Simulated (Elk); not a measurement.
## Input and output of a self-consistent single point for Sr₂Ir (Fm-3m, 3 atoms in the cell) (Elk)

Method of the run: LDA (PW92), all-electron FP-LAPW, Elk's shipped species files, APW+lo basis with extra local orbitals in Elk.

Input as run:

```
tasks
  0

tforce
  .true.

rgkmax
  7.5

gmaxvr
  18.0

lmaxapw
  10

lmaxo
  8

nxlo
  2

lorbcnd
  .true.

lradstp
  2

nrmtscf
  2.0

lmaxi
  4

stype
  0

swidth
  0.00499791

maxscl
  100

avec
    0.0000000000    6.7735645567    6.7735645567
    6.7735645567    0.0000000000    6.7735645567
    6.7735645567    6.7735645567    0.0000000000

atoms
  2
  'Sr.in'
  2
  0.7500000000  0.7500000000  0.7500000000    0.0 0.0 0.0
  0.2500000000  0.2500000000  0.2500000000    0.0 0.0 0.0
  'Ir.in'
  1
  0.0000000000  0.0000000000  0.0000000000    0.0 0.0 0.0

ngridk
  6 6 6
```

Output, abridged:

```
│ Elk code version 10.2.4 │

All units are atomic (Hartree, Bohr, etc.)

│ Ground-state run starting from atomic densities │

Lattice vectors :
   0.000000000       6.773564557       6.773564557
   6.773564557       0.000000000       6.773564557
   6.773564557       6.773564557       0.000000000

Unit cell volume      :    621.5582260
Brillouin zone volume :   0.3990779995

Muffin-tin inner radius fraction :   0.1000000000E-01

Nuclei treated as point charges

Species :    1 (Sr)
 parameters loaded from : Sr.in
 name : strontium
 nuclear charge    :   -38.00000000
 electronic charge :    38.00000000
 atomic mass :    159721.4890
 muffin-tin radius :    2.600000000
 number of radial points in muffin-tin :   1199
 atomic positions (lattice), magnetic fields (Cartesian) :
   1 :  -0.25000000 -0.25000000 -0.25000000    0.00000000  0.00000000  0.00000000
   2 :   0.25000000  0.25000000  0.25000000    0.00000000  0.00000000  0.00000000

Species :    2 (Ir)
 parameters loaded from : Ir.in
 name : iridium
 nuclear charge    :   -77.00000000
 electronic charge :    77.00000000
 atomic mass :    350390.1559
 muffin-tin radius :    2.800000000
 number of radial points in muffin-tin :   1399
 atomic positions (lattice), magnetic fields (Cartesian) :
   1 :   0.00000000  0.00000000  0.00000000    0.00000000  0.00000000  0.00000000

Total number of atoms per unit cell :    3

Spin treatment :
 spin-unpolarised

Number of Bravais lattice symmetries :   48
Number of crystal symmetries         :   48
Crystal has inversion symmetry
Real symmetric eigensolver will be used

k-point grid :      6     6     6
k-point offset :    0.000000000       0.000000000       0.000000000
k-point set is reduced with full crystal symmetry group
Total number of k-points :       16

Muffin-tin radius times maximum |G+k| :    7.500000000
 using average radius
Maximum |G+k| for APW functions       :    2.812500000
   [... lines left out ...]
 potential will be trimmed for |G| > 2 gkmax
Constant for pseudocharge density :   13
Radial integration step length :    2

G-vector grid sizes :     56    56    56
Number of G-vectors :    61239

Maximum angular momentum used for
 APW functions                      :   10
 outer part of muffin-tin           :    8
 inner part of muffin-tin           :    4

Total nuclear charge    :   -153.0000000
Total core charge       :    104.0000000
Total valence charge    :    49.00000000
Total excess charge     :    0.000000000
Total electronic charge :    153.0000000

Effective Wigner radius, rₛ :   0.9898451500

Number of empty states         :   12
Total number of valence states :   37
Total number of core states    :  104

Conduction state local-orbitals added automatically
Total number of local-orbitals :  334

Exchange-correlation functional :      3     0     0
 Perdew-Wang/Ceperley-Alder, Phys. Rev. B 45, 13244 (1992)
 gradient requirement :    0
 local density approximation (LDA)

Smearing type :    0
 Gaussian
Smearing width :   0.4997910000E-02
Effective electronic temperature (K) :    1578.215154

Mixing type :    3
 Broyden mixing, J. Phys. A: Math. Gen. 17, L317 (1984)

Kohn-Sham potential initialised from atomic data
│ Self-consistent loop started │
│ Loop number : 1 │
 total energy                :     -24244.7609771
│ Loop number : 2 │
 total energy                :     -24243.6014417
RMS change in Kohn-Sham potential (target) :   0.1785225802     (  0.1000000000E-05)
Absolute change in total energy (target)   :    1.159535473     (  0.1000000000E-03)
│ Loop number : 3 │
 total energy                :     -24229.0345785
RMS change in Kohn-Sham potential (target) :   0.1069534113     (  0.1000000000E-05)
Absolute change in total energy (target)   :    14.85674703     (  0.1000000000E-03)
│ Loop number : 4 │
 total energy                :     -24219.2713267
RMS change in Kohn-Sham potential (target) :   0.6582185816E-01 (  0.1000000000E-05)
Absolute change in total energy (target)   :    13.47743852     (  0.1000000000E-03)
│ Loop number : 5 │
 total energy                :     -24219.2112924
RMS change in Kohn-Sham potential (target) :   0.7671701150E-01 (  0.1000000000E-05)
Absolute change in total energy (target)   :    3.429393977     (  0.1000000000E-03)
   [... lines left out ...]
Absolute change in total energy (target)   :   0.4641914027E-02 (  0.1000000000E-03)
│ Loop number : 15 │
 total energy                :     -24200.4633281
RMS change in Kohn-Sham potential (target) :   0.2305886633E-05 (  0.1000000000E-05)
Absolute change in total energy (target)   :   0.2295049158E-02 (  0.1000000000E-03)
│ Loop number : 16 │
 total energy                :     -24200.4628793
RMS change in Kohn-Sham potential (target) :   0.4682544501E-06 (  0.1000000000E-05)
Absolute change in total energy (target)   :   0.1022573844E-02 (  0.1000000000E-03)
│ Loop number : 17 │
 total energy                :     -24200.4628997
RMS change in Kohn-Sham potential (target) :   0.1530907217E-06 (  0.1000000000E-05)
Absolute change in total energy (target)   :   0.2352568845E-03 (  0.1000000000E-03)
│ Loop number : 18 │
 total energy                :     -24200.4629125
RMS change in Kohn-Sham potential (target) :   0.1903384821E-07 (  0.1000000000E-05)
Absolute change in total energy (target)   :   0.4602161061E-04 (  0.1000000000E-03)
Convergence targets achieved

│ Loop number : 19 │

Energies :
 Fermi                       :     0.194877834355
 sum of eigenvalues          :     -14704.5262331
 electron kinetic            :      26877.7561557
 core electron kinetic       :      26015.3520479
 Coulomb                     :     -50536.0810672
 Coulomb potential           :     -40863.0561418
 nuclear-nuclear             :     -1648.14179146
 electron-nuclear            :     -56912.8224096
 Hartree                     :      8024.88313391
 Madelung                    :     -30104.5529963
 xc potential                :     -719.226247018
 exchange                    :     -527.153851389
 correlation                 :     -14.9841557887
 total energy                :     -24200.4629186

Density of states at Fermi energy :    91.21242944
 (states/Hartree/unit cell)

Estimated indirect band gap :   0.2782460161E-02
 from k-point      6 to k-point      8
Estimated direct band gap   :   0.3983533781E-01
 at k-point     16

Charges :
 core                        :    104.0000000
 valence                     :    49.00000000
 interstitial                :    4.487764973
 muffin-tins (core leakage)
  species :    1 (Sr)
   atom    1                 :    36.06828601     (  0.2912929457E-04)
   atom    2                 :    36.06828601     (  0.2912929457E-04)
  species :    2 (Ir)
   atom    1                 :    76.37566300     (  0.2582911613E-03)
 total in muffin-tins        :    148.5122350
 total calculated charge     :    152.9996875
 total charge                :    153.0000000
 error                       :   0.3124603665E-03

│ Self-consistent loop stopped │

Forces :
 species :    1 (Sr)
  atom :    1
   Hellmann-Feynman          :    -0.00000000   -0.00000000   -0.00000000
   IBS                       :     0.00000000    0.00000000    0.00000000
   total force               :    -0.00000000    0.00000000    0.00000000
   total magnitude           :     0.00000000
  atom :    2
   Hellmann-Feynman          :    -0.00000000    0.00000000   -0.00000000
   IBS                       :     0.00000000   -0.00000000    0.00000000
   total force               :     0.00000000   -0.00000000   -0.00000000
   total magnitude           :     0.00000000
 species :    2 (Ir)
  atom :    1
   Hellmann-Feynman          :     0.00000000   -0.00000000   -0.00000000
   IBS                       :    -0.00000000    0.00000000    0.00000000
   total force               :    -0.00000000   -0.00000000    0.00000000
   total magnitude           :     0.00000000
```

The run converged in 19 iterations. The count includes the last loop, which Elk runs after its targets are met.

The starting cell comes from a database of computed structures (which also holds hypothetical and non-ambient phases and stackings), without a prior relaxation at this level. Its lattice was rescaled by a random factor within 2.5 % of one. Spin-orbit coupling is off. Spin polarisation is off. Values depend on the basis (sphere radii, cutoffs, local orbitals), which need not be converged. The log's line on a gap gives a spacing of levels on this mesh, which the program prints for metals too.

Cost on one core of a shared machine: roughly 70 s.
